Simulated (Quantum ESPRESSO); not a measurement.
A self-consistent single point of TaRu (Pm-3m, 2 atoms in the cell) with Quantum ESPRESSO.

Method of the run: PBEsol, GBRV 1.5 ultrasoft (PBESOL) pseudopotentials (plane waves; Quantum ESPRESSO).

```xyz
2
Lattice="3.1870 0.0000 0.0000 0.0000 3.1870 0.0000 0.0000 0.0000 3.1870" Properties=species:S:1:pos:R:3 pbc="T T T"
Ru     0.0000     0.0000     0.0000
Ta     1.5935     1.5935     1.5935
```

Reference input (self-consistent single point, DFT, PBEsol, plane waves, GBRV 1.5 ultrasoft (PBESOL) pseudopotentials): ecutwfc = 40 Ry; ecutrho = 320 Ry; occupations = smearing; smearing = fermi-dirac; degauss = 0.0073499 Ry; potentials = {Ru: ru_pbesol_v1.2.uspp.F.UPF, Ta: ta_pbesol_v1.uspp.F.UPF}; K_POINTS = automatic 7 7 7 0 0 0; conv_thr = 1e-10 Ry; mixing_beta = 0.4. This run's input differs from it in these lines:

```diff
@@ -16,2 +16,3 @@
    degauss = 0.0073499,
+   nbnd = 15,
 /
```

Output, abridged:

```
     Self-consistent Calculation

     iteration #  1     ecut=    40.00 Ry     beta= 0.40

     negative rho (up, down):  1.707E-01 0.000E+00

     total energy              =    -335.79988695 Ry
     estimated scf accuracy    <       0.97398456 Ry

     iteration #  2     ecut=    40.00 Ry     beta= 0.40

     negative rho (up, down):  1.702E-01 0.000E+00

     total energy              =    -335.87717297 Ry
     estimated scf accuracy    <       1.21147093 Ry

     iteration #  3     ecut=    40.00 Ry     beta= 0.40

     negative rho (up, down):  1.709E-01 0.000E+00

     total energy              =    -335.99600683 Ry
     estimated scf accuracy    <       0.04774961 Ry

   [... 13 blocks of this kind left out ...]

     iteration # 17     ecut=    40.00 Ry     beta= 0.40

     negative rho (up, down):  1.721E-01 0.000E+00

     total energy              =    -336.03469797 Ry
     estimated scf accuracy    <          5.8E-09 Ry

     iteration # 18     ecut=    40.00 Ry     beta= 0.40

     negative rho (up, down):  1.721E-01 0.000E+00
     End of self-consistent calculation

     the Fermi energy is    21.0957 ev

!    total energy              =    -336.03469797 Ry
     estimated scf accuracy    <          7.1E-11 Ry
     smearing contrib. (-TS)   =      -0.00445719 Ry
     internal energy E=F+TS    =    -336.03024077 Ry

     convergence has been achieved in  18 iterations

     negative rho (up, down):  1.721E-01 0.000E+00

     Forces acting on atoms (cartesian axes, Ry/au):

     atom    1 type  1   force =     0.00000000    0.00000000    0.00000000
     atom    2 type  2   force =     0.00000000    0.00000000    0.00000000

     Total force =     0.000000     Total SCF correction =     0.000000

     negative rho (up, down):  1.721E-01 0.000E+00
          total   stress  (Ry/bohr**3)                   (kbar)     P=     -124.48
  -0.00084622   0.00000000   0.00000000         -124.48        0.00        0.00
   0.00000000  -0.00084622   0.00000000            0.00     -124.48        0.00
   0.00000000   0.00000000  -0.00084622            0.00        0.00     -124.48

   JOB DONE.
```

The run converged in 18 iterations. Against the reference run the free energy goes up by 16.5 meV/atom and the pressure goes from -12.59 to -12.45 GPa.

The starting cell comes from a database of published, mostly measured structures (it also holds non-ambient and calculated ones), without a prior relaxation at this level. Spin polarisation is off. With a pressure of about -12 GPa the cell is away from its equilibrium volume at this level.
